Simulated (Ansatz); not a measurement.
# Response to strain in SiC

Start from SiC in the zinc blende structure (space group F-43m, No. 216; a = 4.356 Å). Axes: x, y, z lie along the cube axes.

Strains are applied to the cell and any free atomic positions relax; under biaxial strain the out-of-plane vector relaxes too.

Computed with r2SCAN in Ansatz (plane waves to 500 eV, PAW, no SOC).

Notes on the quantities. energy relative to the base: free energy F.

| biaxial strain, plane normal [001], relaxed out of plane (%) | energy relative to the base (meV/atom) |
|---|---|
| -3 | 28.5 |
| -2.5 | 19.6 |
| -2 | 12.4 |
| -1.5 | 6.9 |
| -1 | 3.0 |
| -0.5 | ? |
| 0 | 0.0 |

**Question.** Fit ΔE = Aε² + Bε³ (ε in %) to the rows shown and predict the withheld row.

**Answer.** Least squares on the printed values gives A = 2.96 and B = -0.068 meV/atom (largest residual 0.0 meV/atom); this predicts 0.7 meV/atom, and the run gives 0.8 meV/atom, in agreement.

Whether these cells are dynamically stable was not tested.

Ansatz is a quantum-chemistry and plane-wave program.
